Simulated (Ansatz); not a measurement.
## Converging the plane-wave cutoff: BaGaGeH (P3m1, 4 atoms in the cell)

```xyz
4
Lattice="4.3999 0.0000 0.0000 -2.2000 3.8105 0.0000 0.0000 0.0000 5.2959" Properties=species:S:1:pos:R:3 pbc="T T T"
Ba     0.0000     2.5403     0.0501
Ga     0.0000     0.0000     2.9156
Ge     2.2000     1.2701     2.3639
H      0.0000     0.0000     4.6762
```

Method of the run: PBEsol, default PAW files made with PBE (plane waves; Ansatz, a quantum-chemistry and plane-wave program).

Base settings: basis.ecutwfc = 420 eV; kpoints.mp_grid.grid = 7 7 5; hamiltonian.xc = pbesol; hamiltonian.pseudopotentials = {kind: paw} (the program's default PAW files); scf.occupations.method = gaussian; scf.occupations.width = 0.136 eV.

The second cell is the first with its lattice scaled by 0.98.

The mesh stays at the base's, so the ladder's end is converged at best in this setting alone.

The first pressure column holds Ansatz's estimate of the finite-basis (Pulay) stress, which hides part of the cutoff error; the other is without it.

Only quantities that move along the ladder and can be compared are tabulated.

The count of work is k-points × plane waves × bands × iterations; it is no time. 

The starting cell comes from a database of computed structures (which also holds hypothetical and non-ambient phases and stackings), without a prior relaxation at this level. Its lattice was rescaled by up to half a per cent. One atom was moved a little off its site on purpose. In the base run, with a pressure of about -3 GPa the cell is away from its equilibrium volume at this level.

| basis.ecutwfc | free energy less the last step's (meV/atom) | energy of the compressed cell less the first (meV/atom) | pressure (GPa) | pressure without the Pulay estimate (GPa) | largest difference of a force vector from the last step's (eV/Å) | count of work / last |
|---|---|---|---|---|---|---|
| 145 eV | 25249.39 | -136.71 | -1.65 | -558.61 | 1.748 | 0.065 |
| 170 eV | 11540.50 | -17.47 | -6.36 | -300.19 | 0.338 | 0.079 |
| 190 eV | 6061.08 | -0.23 | -3.07 | -186.14 | 0.205 | 0.093 |
| 210 eV | 3070.44 | -12.99 | -2.70 | -113.00 | 0.187 | 0.11 |
| 230 eV | 1472.14 | -15.81 | -2.85 | -65.48 | 0.224 | 0.13 |
| 250 eV | 661.83 | -17.79 | -3.51 | -36.05 | 0.102 | 0.14 |
| 295 eV | 90.81 | -17.33 | -3.16 | -9.39 | 0.015 | 0.16 |
| 335 eV | 12.42 | -17.18 | -3.34 | -4.31 | 0.004 | 0.19 |
| 380 eV | 2.20 | -17.45 | -3.36 | -3.46 | 0.001 | 0.23 |
| 420 eV | 1.09 | -17.51 | -3.36 | -3.40 | 0.000 | 0.23 |
| 460 eV | 0.56 | -17.51 | -3.36 | -3.39 | 0.000 | 0.31 |
| 505 eV | 0.23 | -17.50 | -3.36 | -3.37 | 0.000 | 0.35 |
| 565 eV | 0.12 | -17.50 | -3.36 | -3.36 | 0.000 | 0.42 |
| 630 eV | 0.09 | -17.50 | -3.36 | -3.36 | 0.000 | 0.48 |
| 735 eV | 0.03 | -17.51 | -3.36 | -3.36 | 0.000 | 0.63 |
| 840 eV | 0.01 | -17.51 | -3.36 | -3.36 | 0.000 | 0.76 |
| 1010 eV | 0.00 | -17.51 | -3.36 | -3.36 | 0.000 | 1.0 |

Coarsest basis.ecutwfc that holds the forces within 0.02 eV/Å of the last step, with all finer ones: 295 eV, at 0.16 of the last step's count of work; the step before is off by 0.10 eV/Å.

Coarsest basis.ecutwfc that holds the free energy within 0.5 meV/atom of the last step, with all finer ones: 505 eV, at 0.35 of the last step's count of work; the step before is off by 0.56 meV/atom.

Coarsest basis.ecutwfc that holds the energy of the compressed cell less the first within 2 meV/atom of the last step, with all finer ones: 230 eV, at 0.13 of the last step's count of work; the step before is off by 4.5 meV/atom.

The energy difference between the two cells stays within 1 meV/atom of the last step's from 250 eV on, the total only from 460 eV on: much of the error is common to both cells and cancels.

At the lowest cutoff the pressure without the Pulay estimate lies 555 GPa under the last step's, the usual sign of Pulay stress in an incomplete plane-wave basis.

Keys are those of Ansatz 0.2.
